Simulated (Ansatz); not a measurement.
Input:

```
CELL_PARAMETERS angstrom
      3.89345     0.00570     0.00570
      0.00570     3.89345     0.00570
      0.00570     0.00570     3.89345
ATOMIC_POSITIONS crystal
  Sr 0.00000 0.00000 0.00000
  Ti 0.50000 0.50000 0.50000
  O  0.50000 0.00000 0.50000
  O  0.00000 0.50000 0.50000
  O  0.50000 0.50000 0.00000
```

Computed with PBEsol with spin-orbit coupling, rigid bands (plane waves, PAW; Ansatz, a quantum-chemistry and plane-wave program). Condition of this run: uniaxial stress along [111] of -1 GPa (compression positive) (the target of the relaxation). Geometry: cell and atoms relaxed with PBEsol, then loaded as said.

What conductivity effective mass do dilute electrons have at 300 K?

0.66 mₑ.

Predict the hole conductivity mass (n e² τ/σ) at 300 K, by direction if it differs.

1.87 mₑ.

And the band gap?

1.83 eV at this level; semilocal functionals usually fall short of the measured gap.

Rigid bands, one relaxation time for all states, no polarons.
